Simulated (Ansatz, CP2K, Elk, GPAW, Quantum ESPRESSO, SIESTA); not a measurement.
# SnO₂ (P4_2/mnm, 6 atoms in the cell) computed with different codes at matched settings

Self-consistent single point.

```
SnO2
1.0
    4.74000     0.00000     0.00000
    0.00000     4.74000     0.00000
    0.00000     0.00000     3.19000
Sn O
2 4
Direct
  0.00000   0.00000   0.00000
  0.50000   0.50000   0.50000
  0.30700   0.30700   0.00000
  0.80700   0.19300   0.50000
  0.19300   0.80700   0.50000
  0.69300   0.69300   0.00000
```

Shared settings, as Ansatz (a first-principles code) writes them: kpoints.mp_grid.grid = 4 4 5; scf.occupations.method = fermi_dirac; scf.occupations.width = 0.01 eV. Potentials and cutoffs stand in the table.

```
code                                                                                                                                 model  pressure (GPa)  largest force (eV/Å)  gap on the mesh (eV)       cutoff
----------------  ------------------------------------------------------------------------------------------------------------------------  --------------  --------------------  --------------------  -----------
SIESTA            LDA PW92, numerical atomic orbitals TZP, PseudoDojo LDA standard norm-conserving potentials (rewritten from UPF to PSML)            1.49                 0.047                 0.846  grid 350 Ry
CP2K                                                  LDA (Pade form), GPW, DZVP-MOLOPT-SR-GTH basis, GTH-PADE potentials (GTH_POTENTIALS)           -3.34                 0.031                 0.895  grid 450 Ry
Quantum ESPRESSO                                                                       LDA (PZ), GBRV 1.5 ultrasoft (LDA) pseudopotentials           -0.41                 0.141                 1.122        40 Ry
Ansatz                                                                                         LDA (PW92), default PAW files made with PBE           -2.33                 0.129                 1.106      default
GPAW                                                                         LDA (Perdew-Wang 92), GPAW PAW datasets LDA (gpaw-data 1.0.1)               –                 0.093                 1.133       900 eV
Elk                                                           LDA (PW92), all-electron FP-LAPW, Elk's shipped species files, LAPW+lo basis               –                     –                 1.088   rgkmax 7.5
```

A dash marks a value that a program does not give, or that is left out as unsure.

Gaps are read on the mesh.

The spread over the programs that give each value: pressure within 4.83 GPa; largest force within 0.110 eV/Å; gap on the mesh within 0.287 eV.

SIESTA and CP2K use small atom-centred bases, whose incompleteness enters pressures, forces and empty levels differently from a plane-wave cutoff. Elk treats all electrons, but the usual bases taken here (sphere radii, linearisation, local orbitals, empty states) were not tested for convergence, so the values are no reference for the others. Ansatz's pressure is given at a fixed set of plane waves, as the other plane-wave codes print theirs; with its correction for the finite basis it is -1.22 GPa (the shift of 1.11 GPa shows how far the cutoff is from converged). The pressure of GPAW is left out: its cutoff lies under the one at which its stress was checked. The same LDA comes in different parametrisations, which differ slightly. In the pressure, SIESTA (by 2.86) and CP2K (by 1.96) lie more than 1 GPa from the median of the plane-wave programs. In the gap, SIESTA (by 0.276) and CP2K (by 0.228) lie more than 0.12 eV from the median of the plane-wave programs. In the force vectors, SIESTA (by 0.083) and CP2K (by 0.161) lie more than 0.08 eV/Å from the median of the plane-wave programs.

The starting cell has typed, rounded lattice constants, without a prior relaxation at this level.

Left out of this page: ABINIT (with a known weakness of the program).

Keys are those of Ansatz 0.2.
